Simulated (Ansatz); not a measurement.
Start from Ta3O7F (space group Cmmm, No. 65; a = 6.4416 Å, b = 10.6828 Å, c = 3.8450 Å; a cell from a computed database, its experimental status unchecked).

The values are results of PBEsol (Ansatz, a first-principles code; PAW; 420 eV plane waves; spin-orbit coupling left out), not measurements.

One change was made to it. Results:

```tsv
quantity	base	after
band gap	2.27 eV	zero
shortest interatomic distance	3.633 bohr	3.569 bohr
```

**Question.** What was done to the base?
(A) Ta → W
(B) O → Se
(C) Ta → Re

**Answer.** A, Ta → W. For comparison, the shortest interatomic distance in the other runs: O → Se gives 4.277 bohr; Ta → Re gives 3.526 bohr.

Other magnetic orders, which the real material may have, were not ruled out. With Ta present, leaving out spin-orbit coupling can change the band edges. No phonon test of stability was made. As relaxed here, Ta3Se7F and Re3O7F are hypothetical phases, not in the database extracts checked. For W3O7F in this form, whether it has been made was not checked. No Hubbard U is applied, and correlation can decide whether such a compound is a metal. Spin-polarised in the final run: W3O7F; the other runs are not. Ta3Se7F has a high density of states at the Fermi level and may be magnetic at this level.
